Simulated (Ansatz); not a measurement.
The reference is Ta2O5 (space group C2, No. 5; a = 5.924 Å, b = 5.076 Å, c = 5.749 Å, α = 90.00°, β = 117.45°, γ = 90.00°; a cell from a computed database, its experimental status unchecked).

Modification: a hydrostatic pressure of 0.3 GPa.

Levels (all Ansatz, a quantum-chemistry and plane-wave program, PAW): PBEsol (420 eV, scalar-relativistic without spin-orbit coupling); HSE06 (420 eV, scalar-relativistic without spin-orbit coupling).

The geometry is relaxed with PBEsol.

| Property | Result |
|---|---|
| PBEsol lowest conduction level above the VBM at special points | V₂ 2.40 eV; M₂ 2.84 eV; Y₂ 2.85 eV; Γ 3.50 eV |

With HSE06 at the same geometry, the lowest conduction level above the VBM at special points becomes V₂ 3.82 eV; M₂ 4.33 eV; Y₂ 4.31 eV; Γ 5.00 eV (PBEsol: V₂ 2.40 eV; M₂ 2.84 eV; Y₂ 2.85 eV; Γ 3.50 eV).

Single points use the geometry relaxed with PBEsol. HSE06 gaps are upper bounds (no full band path). The levels and masses belong to the bands next to the band gap. Load acts through the strain it causes; cell and atoms are relaxed under it. Whether these cells are dynamically stable was not tested.
